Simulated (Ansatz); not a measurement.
Substrate model: Si(111) 1x1 surface, 6 top atoms, 3 bilayers, bottom bilayer H-capped and fixed, every top atom capped by H; cell 11.5 x 6.6 Å; one H replaced by OH; about 9 Å thick over its heavy atoms, 18 atoms held. These are PBE-D3(BJ) (plane waves to 420 eV, PAW; Ansatz, a program for electronic structure) values and carry that method's errors. Sampling: 1x2x1 k points. The slab states were run without spin polarisation. Results hold for this slab, coverage and mesh. All energies are electronic energies at 0 K, without vibrations. Relaxed states are local minima reached from one prepared geometry each.

One ZrCl4 a cell is brought to Si(111):H with one OH. Relaxed result near the molecule:

| atom | x (Å) | y (Å) | z (Å) |
|---|---|---|---|
| H(15) | 1.930 | 3.381 | 11.009 |
| H(30) | 3.819 | -0.094 | 11.005 |
| H(45) | 7.682 | -0.100 | 11.002 |
| H(46) | 9.569 | 3.384 | 11.007 |
| O(47) | 5.769 | 3.625 | 11.181 |
| H(48) | 5.791 | 4.585 | 11.391 |
| Zr(a0) | 5.763 | 2.972 | 13.477 |
| Cl(a1) | 5.784 | 5.365 | 13.529 |
| Cl(a2) | 3.736 | 1.901 | 12.936 |
| Cl(a3) | 5.755 | 2.642 | 15.787 |
| Cl(a4) | 7.786 | 1.891 | 12.945 |

**Question.** What is the adsorption energy against the free ZrCl4 and the slab before, and how much of it is dispersion?

**Answer.** -0.83 eV (negative: bound); the D3 term gives -0.65 eV of it. Bonds to the surface: O(47)-Zr(a0) 2.39 Å.
